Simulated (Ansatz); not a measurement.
A 16-atom cell of (Ru,Os) started in the hexagonal close-packed structure, site fractions Ru 0.500, Os 0.500, short-range order 0.00 among the nearest mixed sites of the first mixed sublattice (0 is random, a negative value favours unlike neighbours), space group Cc at the end. The mixed sublattice has 16 sites.

The mixing enthalpy is taken against the end members in the hexagonal close-packed type, relaxed in the same cell and mesh.

The numbers are results of PBE (plane waves to 420 eV, PAW; Ansatz, a quantum-chemistry and plane-wave program), not measurements. Scalar-relativistic, without spin–orbit coupling; the runs are not spin-polarised. Its k-point mesh 6×6×6, Fermi–Dirac width 0.05 eV.

```csv
cell,energy at zero smearing (eV)
Ru,-94059.011
Os,-182152.787
OsRu,-138106.001
```

Question: Work out the mixing enthalpy per mixed site and the interaction parameter Ω of a regular solution.

Answer: With x = 8/16 of the second end member, ΔH = [-138106.001 − 8/16 × (-94059.011) − 8/16 × (-182152.787)] / 16 = -6.4 meV against the separate end members. Ω = ΔH / x(1 − x) = -26 meV.
